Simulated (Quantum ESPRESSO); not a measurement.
A self-consistent single point of Sr₂SeS (R-3m, 4 atoms in the cell) with Quantum ESPRESSO.

Method of the run: PBEsol, GBRV 1.5 ultrasoft (PBESOL) pseudopotentials (plane waves; Quantum ESPRESSO 7.5).

```
CELL_PARAMETERS angstrom
      2.20603     1.27365     7.21334
     -2.20603     1.27365     7.21334
      0.00000    -2.54731     7.21334
ATOMIC_POSITIONS crystal
  Sr 0.24718 0.24718 0.24718
  Sr 0.75282 0.75282 0.75282
  Se 0.00000 0.00000 0.00000
  S  0.50000 0.50000 0.50000
```

Reference input (self-consistent single point, DFT, PBEsol, plane waves, GBRV 1.5 ultrasoft (PBESOL) pseudopotentials): ecutwfc = 40 Ry; ecutrho = 200 Ry; occupations = smearing; smearing = fermi-dirac; degauss = 0.0036749 Ry; potentials = {Sr: sr_pbesol_v1.uspp.F.UPF, Se: se_pbesol_v1.uspp.F.UPF, S: s_pbesol_v1.4.uspp.F.UPF}; K_POINTS = automatic 5 5 5 0 0 0; conv_thr = 1e-08 Ry; mixing_beta = 0.7. This run's input differs from it in these lines:

```diff
@@ -32,3 +32,3 @@
 K_POINTS {automatic}
-5 5 5  0 0 0
+4 4 4  0 0 0
 CELL_PARAMETERS {bohr}
```

The program printed (abridged):

```
     Self-consistent Calculation

     iteration #  1     ecut=    40.00 Ry     beta= 0.70

     Threshold (ethr) on eigenvalues was too large:
     Diagonalizing with lowered threshold

     negative rho (up, down):  1.295E-01 0.000E+00

     total energy              =    -207.93265683 Ry
     estimated scf accuracy    <       0.30876202 Ry

     iteration #  2     ecut=    40.00 Ry     beta= 0.70

     negative rho (up, down):  1.313E-01 0.000E+00

     total energy              =    -208.02302376 Ry
     estimated scf accuracy    <       0.14400180 Ry

     iteration #  3     ecut=    40.00 Ry     beta= 0.70

     negative rho (up, down):  1.324E-01 0.000E+00

     total energy              =    -208.04953424 Ry
     estimated scf accuracy    <       0.00273925 Ry

   [... 5 blocks of this kind left out ...]

     iteration #  9     ecut=    40.00 Ry     beta= 0.70

     negative rho (up, down):  1.326E-01 0.000E+00

     total energy              =    -208.05125004 Ry
     estimated scf accuracy    <       0.00000003 Ry

     iteration # 10     ecut=    40.00 Ry     beta= 0.70

     negative rho (up, down):  1.326E-01 0.000E+00
     End of self-consistent calculation

     the Fermi energy is     6.4551 ev

!    total energy              =    -208.05125004 Ry
     estimated scf accuracy    <          5.0E-09 Ry
     smearing contrib. (-TS)   =      -0.00000000 Ry
     internal energy E=F+TS    =    -208.05125004 Ry

     convergence has been achieved in  10 iterations

     negative rho (up, down):  1.326E-01 0.000E+00

     Forces acting on atoms (cartesian axes, Ry/au):

     atom    1 type  1   force =     0.00000000    0.00000000    0.00058072
     atom    2 type  1   force =     0.00000000    0.00000000   -0.00058072
     atom    3 type  2   force =     0.00000000    0.00000000    0.00000000
     atom    4 type  3   force =     0.00000000   -0.00000000    0.00000000

     Total force =     0.000821     Total SCF correction =     0.000059

     negative rho (up, down):  1.326E-01 0.000E+00
          total   stress  (Ry/bohr**3)                   (kbar)     P=      -32.28
  -0.00021787  -0.00000000  -0.00000000          -32.05       -0.00       -0.00
   0.00000000  -0.00021787   0.00000000            0.00      -32.05        0.00
   0.00000000  -0.00000000  -0.00022249            0.00       -0.00      -32.73

   JOB DONE.
```

The run converged in 10 iterations. Against the reference run the free energy rises by 1.7 meV/atom, the pressure hardly changes (-3.25 to -3.23 GPa), the largest force moves little (0.013 to 0.015 eV/Å) and the gap on the mesh goes from 2.375 to 2.252 eV.

The starting cell comes from a database of computed structures (which also holds hypothetical and non-ambient phases and stackings), without a prior relaxation at this level. Its lattice was rescaled by a random factor within 2.5 % of one. With a pressure of about -3 GPa the cell is away from its equilibrium volume at this level.

Cost on one core of a shared machine: roughly 2 min.
